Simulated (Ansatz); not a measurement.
We consider L1₂ (Cu3Au-type) Ni₃Fe, described by PBE (plane waves, PAW; Ansatz, a program for electronic structure).

Numerical settings: plane-wave cutoff 520 eV, 16×16×16 k mesh, Fermi–Dirac smearing 0.05 eV, spin-polarised with parallel moments, scalar-relativistic PAW data made under PBE.

Pressure at four volumes; x = ln(V/11.132 Å³). One pressure is withheld.

```json
[
 {"V (Å³/atom)": "10.464", "x": "-0.0619", "P (GPa)": "?"},
 {"V (Å³/atom)": "10.686", "x": "-0.0409", "P (GPa)": "8.77"},
 {"V (Å³/atom)": "11.132", "x": "0.0000", "P (GPa)": "0.00"},
 {"V (Å³/atom)": "11.799", "x": "0.0582", "P (GPa)": "-9.90"}
]
```

**Question.** Pass a parabola P(x) through the three rows shown, estimate the bulk modulus and its pressure derivative near zero pressure, and predict the withheld pressure.

**Answer.** Slopes between the rows: (0.00 − (8.77))/(0.0000 − (-0.0409)) = -214.43 and (-9.90 − (0.00))/(0.0582 − (0.0000)) = -170.10 GPa. Their difference over the span 0.0991 is c = 44.33/0.0991 = 447.3 GPa, so P(x) = 8.77 + (-214.43)(x − (-0.0409)) + 447.3 (x − (-0.0409))(x − (0.0000)). At the middle row B = −dP/dx = −[-214.43 + 447.3 × 0.0409] = 196.1 GPa, and B′ = dB/dP = 2c/B = 4.6. At x = -0.0619 the parabola gives 13.85 GPa; the run gives 13.96 GPa. The Birch–Murnaghan fit to the energies at all volumes has B0 = 195 GPa and B′ = 4.7.
